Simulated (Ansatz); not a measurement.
## GaBi (model structure, within 0.1 Å of Fm-3m, No. 225, 6 atoms in the cell)

Computed with PBEsol (Ansatz, a quantum-chemistry and plane-wave program, PAW).

Run with plane-wave cutoff 500 eV, 18×18×6 k mesh (along the axes of the cell as run), Fermi–Dirac smearing 0.1 eV, scalar-relativistic PAW data made under PBE.

Cell (relaxed at this level):

```cif
data_Bi4Ga4
_chemical_formula_sum 'Ga4 Bi4'
_space_group_name_H-M_alt 'Fm-3m'
_space_group_IT_number 225
_space_group_name_Hall '-F 4 2 3'
_cell_length_a 5.88871
_cell_length_b 5.88871
_cell_length_c 5.88871
_cell_angle_alpha 90.000
_cell_angle_beta 90.000
_cell_angle_gamma 90.000
loop_
_atom_site_label
_atom_site_type_symbol
_atom_site_symmetry_multiplicity
_atom_site_Wyckoff_symbol
_atom_site_fract_x
_atom_site_fract_y
_atom_site_fract_z
_atom_site_occupancy
Ga1 Ga 4 a 0.00000 0.00000 0.00000 1
Bi1 Bi 4 b 0.50000 0.50000 0.50000 1
```
(The calculation used a cell of 6 atoms; values per cell refer to that cell.)

For GaBi (model structure, within 0.1 Å of Fm-3m, No. 225, 6 atoms in the cell), the band gap is none.

Spin–orbit coupling is not included; it can shift volumes and moduli of such heavy elements.

The result took about 30 core-minutes (a rough figure).

A model structure was made by putting elements into a prototype or built by hand; it is no filed structure, need not be a known phase, and can be a saddle point held by its symmetry.
